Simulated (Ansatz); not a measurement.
Take SnSe in the rock salt structure (space group Fm-3m, No. 225; a = 6.019 Å) as the base. Axes: x, y, z lie along the cube axes.

Computed with r2SCAN (Ansatz, an electronic-structure program), no spin-orbit coupling, earlier PAW set.

For the base:

```
Item                              Value
-----------------------------  --------
Shortest interatomic distance  301.0 pm
```

One thing is altered: the symmetric strain tensor [0.0103 0.0138 -0.0090; 0.0138 -0.0125 -0.0086; -0.0090 -0.0086 -0.0199], atoms relaxed at fixed cell.

### Question
How does this affect the energy relative to the base, stress and shortest interatomic distance?

### Answer
The energy goes up by 10 meV/atom; the stress (xx, yy, zz, yz, xz, xy; compression positive) amounts to (-0.93, 1.96, 3.06, 0.35, 0.35, -0.52) GPa; the shortest interatomic distance decreases by 6.0 pm, from 301.0 pm to 295.0 pm.

No phonon test of stability was made.
